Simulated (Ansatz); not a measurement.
Nb: response to strain

The reference is Nb in the bcc (W type) structure (space group Im-3m, No. 229; a = 3.304 Å; relaxed with 0.1 eV smearing). Axes: x, y, z lie along the cube axes.

Strains are applied to the cell and any free atomic positions relax.

Computed with Ansatz (a program for electronic structure), r2SCAN, PAW, cutoff 500 eV, no SOC.

Notes on the quantities. energy relative to the base: free energy F.

```csv
uniaxial strain ε_zz (%),energy relative to the base (meV/atom)
0,0.0
0.5,0.4
1,1.4
1.5,3.1
2,5.5
2.5,?
3,12.1
```

Q: Fit ΔE = Aε² + Bε³ (ε in %) to the rows shown and predict the withheld row.

A: Least squares on the printed values gives A = 1.43 and B = -0.028 meV/atom (largest residual 0.0 meV/atom); this predicts 8.5 meV/atom, and the run gives 8.5 meV/atom, in agreement.

Stability against distortions was not tested. All final runs are without spin polarisation.
